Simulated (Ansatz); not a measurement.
Consider WSi2 (space group I4/mmm, No. 139; a = 3.202 Å, c = 7.818 Å; relaxed with 0.1 eV smearing). Axes: x, y, z lie along a, b, c of the conventional cell.

Computed with Ansatz (a first-principles code) PBEsol, no spin-orbit coupling.

Before the change:

Pressure: 0.0 GPa

Now apply this change: the cell is stretched by 2.50 % along x with no lateral relaxation, atoms relaxed at fixed cell.

Q: Predict the new energy relative to the base and pressure.

A: The energy grows by 11 meV/atom; the pressure (mean of the normal stresses, compression positive) goes from zero to -5.2 GPa.

The cells carry an imposed strain or load. No phonon test of stability was made. All final runs are without spin polarisation.
